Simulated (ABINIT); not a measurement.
**One base run on Cs₂AlCuCl₆ (Fm-3m, 10 atoms in the cell) and variants with one or two settings moved**

```yaml
crystal:
  lattice:
    - [0.00000, 5.05301, 5.05301]
    - [5.05301, 0.00000, 5.05301]
    - [5.05301, 5.05301, 0.00000]
  atoms:
    - { symbol: Cs, position: [0.75000, 0.75000, 0.75000] }
    - { symbol: Cs, position: [0.25000, 0.25000, 0.25000] }
    - { symbol: Al, position: [0.00000, 0.00000, 0.00000] }
    - { symbol: Cu, position: [0.50000, 0.50000, 0.50000] }
    - { symbol: Cl, position: [0.76341, 0.23659, 0.23659] }
    - { symbol: Cl, position: [0.23659, 0.76341, 0.76341] }
    - { symbol: Cl, position: [0.23659, 0.76341, 0.23659] }
    - { symbol: Cl, position: [0.76341, 0.23659, 0.76341] }
    - { symbol: Cl, position: [0.23659, 0.23659, 0.76341] }
    - { symbol: Cl, position: [0.76341, 0.76341, 0.23659] }
```

Base run A: PBEsol, PAW (JTH v2.0 PBE PAW, files made for PBE) (ABINIT), self-consistent single point.

Its settings: pseudos = [Cs.GGA_PBE-JTH.xml, Al.GGA_PBE-JTH.xml, Cu.GGA_PBE-JTH.xml, Cl.GGA_PBE-JTH.xml]; ecut = 816 eV; pawecutdg = 1633 eV; ixc = -116133; occopt = 3; tsmear = 0.02 eV; ngkpt = 3 3 3; nshiftk = 1; shiftk = 0 0 0; potentials = JTH v2.0 PBE PAW; nband = 52; kptopt = 1; nstep = 50; tolvrs = 1e-12.

The starting cell comes from a database of computed structures (which also holds hypothetical and non-ambient phases and stackings), without a prior relaxation at this level. The potentials were made for another functional than the one used.

ΔF is the free energy per atom less that of run A. A dash stands where there is no value to compare (another energy zero or no entropy term, no result, no spin, no clean gap, or a mesh too coarse for one). 

These are the values that this program gave, and no reference: the one-centre exchange-correlation terms come from a truncated expansion.

Runs B sample the zone with one or two k-points, far too few for so small a cell.

```json
[
 {"run": "A", "ngkpt": "3 3 3", "ΔF (meV/atom)": "0.00", "pressure (GPa)": "-2.29", "largest force (eV/Å)": "0.023", "gap on the mesh (eV)": "0.579", "k-points": "4"},
 {"run": "B", "ngkpt": "1 1 1", "ΔF (meV/atom)": "603.8", "pressure (GPa)": "5.13", "largest force (eV/Å)": "0.734", "gap on the mesh (eV)": "–", "k-points": "1"},
 {"run": "C", "ngkpt": "2 2 2", "ΔF (meV/atom)": "11.4", "pressure (GPa)": "-2.10", "largest force (eV/Å)": "0.021", "gap on the mesh (eV)": "0.565", "k-points": "3"}
]
```

Run C against A: The free energy goes up by 11.4 meV/atom, the pressure goes from -2.29 to -2.10 GPa, the largest force moves little (0.023 to 0.021 eV/Å) and the gap on the mesh goes from 0.579 to 0.565 eV.

Run B against A: The free energy goes up by 604 meV/atom, the pressure goes from -2.29 to 5.13 GPa and the largest force goes from 0.023 to 0.734 eV/Å.
